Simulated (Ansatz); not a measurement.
This Ansatz (a quantum-chemistry and plane-wave program) input is the reference run, ZnS in the zinc blende structure (space group F-43m, No. 216), computed with PBE (Ansatz; PAW; 420 eV plane waves; no spin-orbit coupling):

Ansatz 0.2 input:
```yaml
crystal:
  lattice:
    - [0, 2.7217191331, 2.7217191331]
    - [2.7217191331, 0, 2.7217191331]
    - [2.7217191331, 2.7217191331, 0]
  atoms:
    - { symbol: S, position: [0.75, 0.75, 0.75] }
    - { symbol: Zn, position: [0, 0, 0] }
basis: { ecutwfc: 420, ecutrho_ratio: 4, xc_grid: 2, fft_grid_basis: typed }
kpoints: { mp_grid: { grid: [10, 10, 10] } }
hamiltonian:
  xc: pbe
  dispersion: none
  pseudopotentials: { kind: paw }
scf: { occupations: { method: fermi_dirac, width: 0.05 }, convergence: { dr2_threshold: 0.0000000002 } }
output: { forces: true, stress: true }
checkpoint: { write: state.ck, write_every: 1000 }
```

Q: Write the input for this change: the cell is scaled by 1.0188 in all directions, atoms relaxed at fixed cell.

A: 
Ansatz 0.2 input:
```yaml
crystal:
  lattice:
    - [0, 2.7728874528, 2.7728874528]
    - [2.7728874528, 0, 2.7728874528]
    - [2.7728874528, 2.7728874528, 0]
  atoms:
    - { symbol: S, position: [0.75, 0.75, 0.75] }
    - { symbol: Zn, position: [0, 0, 0] }
basis: { ecutwfc: 420, ecutrho_ratio: 4, xc_grid: 2, fft_grid_basis: typed }
kpoints: { mp_grid: { grid: [10, 10, 10] } }
hamiltonian:
  xc: pbe
  dispersion: none
  pseudopotentials: { kind: paw }
scf: { occupations: { method: fermi_dirac, width: 0.05 }, convergence: { dr2_threshold: 0.0000000002 } }
relax: { f_tol: 0.005, max_steps: 50 }
output: { forces: true, stress: true }
checkpoint: { write: state.ck, write_every: 1000 }
```
This is the input that was run.

The cells carry an imposed strain or load. No phonon test of stability was made.
